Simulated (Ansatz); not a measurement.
## Response to strain in WSi2

The reference is WSi2 (space group I4/mmm, No. 139; a = 3.202 Å, c = 7.818 Å; relaxed with 0.1 eV smearing).

Strains are applied to the cell and any free atomic positions relax.

Calculations: Ansatz (an electronic-structure program), PBEsol, PAW, cutoff 420 eV, spin-orbit coupling left out.

Candidates:
(a) isotropic strain −0.50 %
(b) isotropic strain +1.00 %
(c) isotropic strain −2.50 %
(d) isotropic strain +1.50 %
(e) isotropic strain −1.50 %

Notes on the quantities. energy relative to the base: free energy F.

Problem. Order them by energy relative to the base, highest first.

Solution. (c) isotropic strain −2.50 % (+59 meV/atom), (e) isotropic strain −1.50 % (+21 meV/atom), (d) isotropic strain +1.50 % (+19 meV/atom), (b) isotropic strain +1.00 % (+8.4 meV/atom), (a) isotropic strain −0.50 % (+2.2 meV/atom)

No phonon test of stability was made. All final runs are without spin polarisation.
